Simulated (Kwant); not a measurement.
Model system: six-terminal Hall bar in a InAs two-dimensional gas. Effective mass 0.023 mₑ, grid spacing 5.8 nm, hard walls, nominal width 150 nm (25 grid rows, so walls 150.8 nm apart), one parabolic valley, scattering region 390 nm long along x; energies count from the band bottom; Fermi energy 0.0245 eV. Four side probes 75 nm wide, two on each edge; current runs along x; the sign of the Hall resistance is a convention. Perpendicular field swept from 0.40563 to 8.2748 T, also in the leads; orbital effect alone.

Constants are typed, rounded textbook-type inputs, not results; the design itself was drawn at random and stands for no fabricated device.

Computed with Kwant: effective-mass tight-binding model on a square grid, one spin, coherent transport at 0 K. Resistances are in h/e².

**Question.** How many Landau levels lie under the Fermi energy, and what Hall resistance follows, at 24.5 meV and 2.14 T; 24.5 meV and 2.81 T; 24.5 meV and 4.81 T; 24.5 meV and 5.47 T?

**Answer.** ħωc = ħeB/m = 5.03 meV a tesla; levels lie at (n + ½)ħωc. E/ħωc = 2.28 gives 2 levels and h/(2e²) = 0.500; simulated 0.500. E/ħωc = 1.73 gives 2 levels and h/(2e²) = 0.500; simulated 0.500. E/ħωc = 1.01 gives 1 level and h/(1e²) = 1.000; simulated 1.000. E/ħωc = 0.89 gives 1 level and h/(1e²) = 1.000; simulated 1.000.
